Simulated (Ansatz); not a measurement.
## A computed series for ZnS: pressure series

Consider ZnS in the wurtzite structure (space group P6_3mc, No. 186).

```yaml
crystal:
  lattice:
    - [3.80610, 0.00000, 0.00000]
    - [-1.90305, 3.29618, 0.00000]
    - [0.00000, 0.00000, 6.24474]
  atoms:
    - { symbol: Zn, position: [0.66667, 0.33333, 0.99975] }
    - { symbol: Zn, position: [0.33333, 0.66667, 0.49975] }
    - { symbol: S, position: [0.66667, 0.33333, 0.62545] }
    - { symbol: S, position: [0.33333, 0.66667, 0.12545] }
```

Cell and atoms are relaxed at each pressure.

Computed with r2SCAN (Ansatz, a quantum-chemistry and plane-wave program), no spin-orbit coupling.

Notes on the quantities. enthalpy: H = E + PV relative to the base's energy.

| change | lattice parameter a | enthalpy | electron mass |
|---|---|---|---|
| base | 3.806 Å | – | 0.18 mₑ along c, 0.21 mₑ across (at Γ) |
| pressure −2 GPa | 3.841 Å | -0.25 eV/atom | 0.18 mₑ along c, 0.20 mₑ across (at Γ) |
| pressure −1 GPa | 3.823 Å | -0.12 eV/atom | 0.18 mₑ along c, 0.20 mₑ across (at Γ) |
| pressure 0.3 GPa | 3.801 Å | +0.04 eV/atom | 0.18 mₑ along c, 0.21 mₑ across (at Γ) |
| pressure 0.7 GPa | 3.795 Å | +0.09 eV/atom | 0.18 mₑ along c, 0.21 mₑ across (at Γ) |
| pressure 1.5 GPa | 3.782 Å | +0.18 eV/atom | 0.18 mₑ along c, 0.21 mₑ across (at Γ) |
| pressure 3 GPa | 3.759 Å | +0.36 eV/atom | 0.18 mₑ along c, 0.21 mₑ across (at Γ) |
| pressure 5 GPa | 3.732 Å | +0.59 eV/atom | 0.18 mₑ along c, 0.22 mₑ across (at Γ) |
| pressure 7.5 GPa | 3.701 Å | +0.88 eV/atom | 0.18 mₑ along c, 0.22 mₑ across (at Γ) |
| pressure 10 GPa | 3.673 Å | +1.16 eV/atom | 0.19 mₑ along c, 0.23 mₑ across (at Γ) |

The levels and masses belong to the bands next to the band gap. Load acts through the strain it causes; cell and atoms are relaxed under it. Masses are band curvatures over ±0.01 Å⁻¹ around the edge. Stability against distortions was not tested. Tetrahedral semiconductors of this kind turn to denser phases somewhere between about 1 and 50 GPa; those were not computed, so compressed cells here can lie past the real transition.
